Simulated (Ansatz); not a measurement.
**RuP₂ (Pnnm, No. 58, 6 atoms in the cell; start mp-1413)**

Level of theory: LDA (Ansatz, an electronic-structure program, plane waves, PAW).

Run with plane-wave cutoff 520 eV, 8×6×12 k mesh (along the axes of the cell as run), Fermi–Dirac smearing 0.01 eV, no spin polarisation, scalar-relativistic PAW data made under PBE.

Cell (relaxed at this level):

RuP₂ is modelled in the orthorhombic space group Pnnm (No. 58), Pearson symbol oP6. Cell: a = 5.076 Å, b = 5.839 Å, c = 2.850 Å, α = 90.00°, β = 90.00°, γ = 90.00°. P on 4g has 1 P at 2.229 Å and 3 Ru at 2.323–2.350 Å. Ru on 2a is coordinated by 6 P at 2.323–2.350 Å and 2 Ru at 2.850 Å. (Neighbours: up to the widest gap in distance over summed covalent radii, below 1.35, at either atom; cation-cation and far metal-metal contacts left out.)

- band gap: 0.46 eV (on the SCF k mesh)
- Γ–Γ gap: 1.92 eV
- bulk modulus B0: 213 GPa

Note: the relaxation could not lower the start's symmetry, so the cell can be a saddle point above a distorted one; the bulk modulus is −V dP/dV from two relaxed cells at ±2 % in volume.

Spin–orbit coupling is not included.

The computed numbers hold no vibrational or temperature effects.

Computing time: around 4 core-minutes (rough).

A start named mp-… is a Materials Project structure, which need not be a measured phase.
